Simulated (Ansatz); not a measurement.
Output of an Ansatz run (abridged):

```
WARN the atoms were moved onto the symmetric positions of the space group found under crystal.symmetry.tolerance 1.0e-5 (fractional …
WARN ansatz: RAYON_NUM_THREADS=1 ignored (pool sized by the plan → 1); use --threads N
Pseudopotentials: kind: paw
Pseudopotential: Ge, paw, valence charge 14
Pseudopotential: W, paw, valence charge 14
Crystal: 6 atoms, lattice volume = 231.967 Å³
Basis set: ecut = 420 eV, 4565 PW (Γ), exchange–correlation on 48×48×288 points (8 copies of the dense FFT grid, shifted against one another)
Bands: 51, of which v1, the nominal top of the filled ones, is band 42 counted from 1 (41 counted from 0)
Symmetry: 16 space group operations
Space group: P4/nmm (ITA 129), of the structure as read, at distance tolerance 6.1e-5 Å
k-points: 15 of 81
PAW frozen core: Ge, regenerated for the run's functional, and the local potential with it
PAW frozen core: W, regenerated for the run's functional, and the local potential with it
Initial density: superposition of atomic densities (neutral atoms: chi_scale 0, normalization atom), corrected by the library's trained network
Initial wavefunctions: pseudopotential atomic-orbital guess
Eigensolver: davidson
Functional: x = pbesol(κ = 0.804, μ = 0.12345679012345678), c = pbesol(β = 0.046)
SCF iter   1: F=—  HF=-37524.829698 eV  |F-HF|=—  |Δ(HF+E_count)|=         —  Δρ=4.57e-3  dr2=7.14e-1  ethr=1.77e-3  ⟨swp⟩=8.3  Hψ=3073  notcnv=0
all-band conjugate gradients solve this SCF's bands
preconditioner: auto → LDOS
SCF iter   2: F=—  HF=-37524.777279 eV  |F-HF|=—  |Δ(HF+E_count)|=   5.24e-2  Δρ=2.34e-3  dr2=2.71e-2  ethr=8.50e-4  ⟨swp⟩=2.1  Hψ=1020  notcnv=0  defer=42
SCF iter   3: F=—  HF=-37524.773023 eV  |F-HF|=—  |Δ(HF+E_count)|=   4.26e-3  Δρ=1.44e-3  dr2=1.06e-2  ethr=3.22e-5  ⟨swp⟩=3.0  Hψ=1574  notcnv=0  defer=42
SCF iter   4: F=—  HF=-37524.769818 eV  |F-HF|=—  |Δ(HF+E_count)|=   3.20e-3  Δρ=3.42e-4  dr2=7.92e-4  ethr=1.27e-5  ⟨swp⟩=2.1  Hψ=1262  notcnv=0  defer=42
SCF iter   5: F=—  HF=-37524.769610 eV  |F-HF|=—  |Δ(HF+E_count)|=   2.08e-4  Δρ=1.19e-4  dr2=7.36e-5  ethr=9.43e-7  ⟨swp⟩=2.4  Hψ=1253  notcnv=0  defer=42
SCF iter   6: F=—  HF=-37524.769766 eV  |F-HF|=—  |Δ(HF+E_count)|=   1.56e-4  Δρ=4.60e-5  dr2=7.86e-6  ethr=8.76e-8  ⟨swp⟩=2.1  Hψ=1281  notcnv=0  defer=40
SCF iter   7: F=—  HF=-37524.769768 eV  |F-HF|=—  |Δ(HF+E_count)|=   2.65e-6  Δρ=1.53e-5  dr2=7.43e-7  ethr=9.36e-9  ⟨swp⟩=2.1  Hψ=1237  notcnv=0  defer=40
SCF iter   8: F=—  HF=-37524.769768 eV  |F-HF|=—  |Δ(HF+E_count)|=   1.68e-8  Δρ=5.82e-6  dr2=1.05e-7  ethr=1.19e-10  ⟨swp⟩=15.3  Hψ=4151  notcnv=0
SCF iter   9: F=-37524.769769 eV  HF=-37524.769769 eV  |F-HF|=1.53e-8  |Δ(HF+E_count)|=   1.32e-7  Δρ=1.59e-6  dr2=8.36e-9  ethr=1.19e-10  ⟨swp⟩=6.3  Hψ=2758  notcnv=0
SCF 1 converged in 9 iterations: F = -37524.769769 eV  dr2 = 8.36e-9
SCF converged after 9 iterations
Free energy (F): -37524.769769 eV
Harris-Foulkes:  -37524.769769 eV  (|F-HF|=1.53e-8)
Internal energy: -37524.744897 eV  (E = F + TS)
E sigma→0 (E₀):  -37524.757333 eV
Entropy (-TS):   -0.024872 eV (-4.145 meV/atom)
Fermi energy:    4.098498 eV
--- Per-component energies (eV) ---
  E_band       = -1510.719500
  E_kinetic    = 1346.793519
  E_local      = -82398.983233  (includes V_loc(G=0)·N_el)
  E_nonlocal   = 1686.489575
  E_hartree    = 40046.279059
  E_xc         = -829.697687
  E_vxc        = -735.342594  (∫ρ·V_xc dr)
  E_paw        = -24786.083639  (= ΣΔE_a)
  E_vpaw       = -1502.227514  (= ΣTr[D̂ρ^β])
  E_aug_tail   = 0.001147  (compensation charges beyond the density's cutoff)
  E_ewald      = 27406.341031
  E_core_change = 4.115329  (= ΣΔE_core)
  E_smearing   = -0.024872  (= −TS)
  E_closure    = -0.000000  (closes the sum)
  Σ components = -37524.769769   (vs F -37524.769769, Δ=0.00e0)
--- Forces (eV/Å), atoms counted from 1 ---
  atom   1  Ge    -0.00000000     0.00000000    -0.01294752
  atom   2  Ge     0.00000000     0.00000000     0.01294752
  atom   3  W      0.00000000     0.00000000    -0.68586880
  atom   4  Ge     0.00000000     0.00000000     0.12919697
  atom   5  Ge     0.00000000     0.00000000    -0.12919697
  atom   6  W      0.00000000     0.00000000     0.68586880
  max |Σ_I F_I| component: 0.00e0 eV/Å
--- Stress (GPa, compression-positive) ---
       -3.830416       0.000000       0.000000
        0.000000      -3.830416       0.000000
        0.000000       0.000000      -1.757591
  P = ⅓ Tr σ = -3.1395 GPa (-31.395 kbar)
  The stress holds the Pulay correction. Without it, at fixed plane waves, as pw.x and ABINIT print it: P = -3.1558 GPa
--- Band table (eV; the first three rows and the last of 15) ---
  k-point 0: bands = ["-69.8572", "-69.8571", "-34.0845", "-34.0814", "-34.0814", "-34.0813", "-34.0813", "-34.0808", "-20.5383", "-20.5342", "-20.5138", "-20.4961", "-20.4961", "-20.4433", "-20.4422", "-20.4160", "-20.4160", "-20.4101", "-20.1225", [...]
  k-point 1: bands = ["-69.8567", "-69.8567", "-34.0976", "-34.0976", "-34.0826", "-34.0800", "-34.0799", "-34.0791", "-20.5359", "-20.5345", "-20.5132", "-20.5016", "-20.4907", "-20.4504", "-20.4411", "-20.4149", "-20.4144", "-20.4073", "-20.1216", [...]
  k-point 2: bands = ["-69.8555", "-69.8554", "-34.1383", "-34.1383", "-34.0778", "-34.0763", "-34.0763", "-34.0749", "-20.5397", "-20.5304", "-20.5145", "-20.5017", "-20.4789", "-20.4679", "-20.4376", "-20.4161", "-20.4103", "-20.4018", "-20.1196", [...]
  k-point 14: bands = ["-69.8492", "-69.8492", "-34.1973", "-34.1971", "-34.1970", "-34.1967", "-34.0560", "-34.0558", "-20.5291", "-20.5187", "-20.5028", "-20.4911", "-20.4567", "-20.4517", "-20.4358", "-20.4350", "-20.4126", "-20.4115", [...]
```

The structure:

```
CELL_PARAMETERS angstrom
      3.34120     0.00000     0.00000
      0.00000     3.34120     0.00000
      0.00000     0.00000    20.77881
ATOMIC_POSITIONS crystal
  Ge 0.00000 0.00000 0.33688
  Ge 0.50000 0.50000 0.66312
  W  0.00000 0.00000 0.59888
  Ge 0.50000 0.50000 0.53465
  Ge 0.00000 0.00000 0.46536
  W  0.50000 0.50000 0.40112
```

Q: Reconstruct the input of this run.

A: Other spellings and defaults could give the same log, and not every line can be read from it. The input that was run (DFT, PBEsol, plane waves, default PAW files made with PBE):

Ansatz 0.2 input:
```yaml
crystal:
  lattice:
    - [3.341202, 0.000000, 0.000000]
    - [0.000000, 3.341202, 0.000000]
    - [0.000000, 0.000000, 20.778809]
  atoms:
    - { symbol: Ge, position_ang: [0.000000, 0.000000, 7.000007] }
    - { symbol: Ge, position_ang: [1.670601, 1.670601, 13.778802] }
    - { symbol: W, position_ang: [0.000000, 0.000000, 12.444096] }
    - { symbol: Ge, position_ang: [1.670601, 1.670601, 11.109307] }
    - { symbol: Ge, position_ang: [0.000000, 0.000000, 9.669606] }
    - { symbol: W, position_ang: [1.670601, 1.670601, 8.334796] }
basis:
  ecutwfc: 420.0
kpoints:
  mp_grid:
    grid: [9, 9, 1]
hamiltonian:
  xc: pbesol
  pseudopotentials:
    kind: paw
scf:
  occupations:
    method: gaussian
    width: 0.1
output:
  forces: true
  eigenvalues: true
  stress: true
```

The starting cell comes from a database of computed structures (which also holds hypothetical and non-ambient phases and stackings), without a prior relaxation at this level. The slab is cut from that crystal, and its faces are unrelaxed. Its lattice was rescaled by up to half a per cent. Spin-orbit coupling is off. Spin polarisation is off.

Ansatz is a first-principles code.
